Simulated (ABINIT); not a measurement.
**Short convergence ladders for AlNi (Cmm2, 2 atoms in the cell)**

```yaml
crystal:
  lattice:
    - [1.93288, -1.94733, 0.00000]
    - [1.93288, 1.94733, 0.00000]
    - [0.00000, 0.00000, 3.09013]
  atoms:
    - { symbol: Al, position: [0.00000, 0.00000, 0.01618] }
    - { symbol: Ni, position: [0.50000, 0.50000, 0.50000] }
```

Base method: PBEsol, norm-conserving pseudopotentials (PseudoDojo nc-sr-04 PBEsol standard) (plane waves; ABINIT 10.0.3).

Base settings: pseudos = [Al.upf, Ni.upf]; ecut = 49 Ha; ixc = -116133; occopt = 7; tsmear = 0.00367493 Ha; ngkpt = 4 4 4; nshiftk = 1; shiftk = 0 0 0; potentials = PseudoDojo nc-sr-04 PBEsol standard; nband = 16.

The count of work is k-points × plane waves × bands × iterations; it is no time. 

**The cutoff for other potential files**

Level: DFT, PBEsol, plane waves, norm-conserving pseudopotentials (PseudoDojo nc-fr-04 PBEsol standard).

In this ladder: potentials = PseudoDojo nc-fr-04 PBEsol standard.

The second cell is the first with its lattice scaled by 0.98.

The mesh stays at the base's, so the ladder's end is converged at best in this setting alone.

Only quantities that move along the ladder and can be compared are tabulated.

| ecut | free energy less the last step's (meV/atom) | energy of the compressed cell less the first (meV/atom) | pressure (GPa) | largest difference of a force vector from the last step's (eV/Å) | count of work / last |
|---|---|---|---|---|---|
| 22 Ha | 21464.49 | -37.87 | -988.40 | 0.044 | 0.080 |
| 27 Ha | 6070.81 | 21.86 | -419.30 | 0.037 | 0.12 |
| 34 Ha | 634.88 | 34.61 | -72.61 | 0.001 | 0.17 |
| 42 Ha | 16.25 | 34.61 | -1.21 | 0.000 | 0.27 |
| 49 Ha | 1.16 | 34.77 | 2.25 | 0.000 | 0.31 |
| 74 Ha | 0.51 | 34.75 | 2.25 | 0.000 | 0.49 |
| 98 Ha | 0.00 | 34.71 | 2.25 | 0.000 | 1.0 |

Coarsest ecut that holds the energy of the compressed cell less the first within 1 meV/atom of the last step, with all finer ones: 34 Ha, at 0.17 of the last step's count of work; the step before is off by 13 meV/atom.

Coarsest ecut that holds the forces within 0.01 eV/Å of the last step, with all finer ones: 34 Ha, at 0.17 of the last step's count of work; the step before is off by 0.037 eV/Å.

Coarsest ecut that holds the free energy within 5 meV/atom of the last step, with all finer ones: 49 Ha, at 0.31 of the last step's count of work; the step before is off by 16 meV/atom.

The energy difference between the two cells stays within 1 meV/atom of the last step's from 34 Ha on, the total only from 74 Ha on: much of the error is common to both cells and cancels.

At the lowest cutoff the pressure lies 991 GPa under the last step's, the usual sign of Pulay stress in an incomplete plane-wave basis.

**The setting fft**

The mesh stays at the base's, so the ladder's end is converged at best in this setting alone.

Only quantities that move along the ladder and can be compared are tabulated.

```tsv
boxcutmin	free energy less the last step's (meV/atom)	pressure (GPa)
1.2	-4.10	2.69
1.5	0.02	2.14
1.8	0.00	2.14
2.5	0.00	2.14
```

Coarsest boxcutmin that holds the pressure within 0.2 GPa of the last step, with all finer ones: 1.5; the step before is off by 0.55 GPa.

Coarsest boxcutmin that holds the free energy within 1 meV/atom of the last step, with all finer ones: 1.5; the step before is off by 4.1 meV/atom.

On the base run: the starting cell comes from a database of computed structures (which also holds hypothetical and non-ambient phases and stackings), without a prior relaxation at this level. Its lattice was rescaled by up to half a per cent. One atom was moved a little off its site on purpose. Spin polarisation is off. Without a gap this mesh is coarse (it stands for a supercell whose shortest vector is 11 Å).
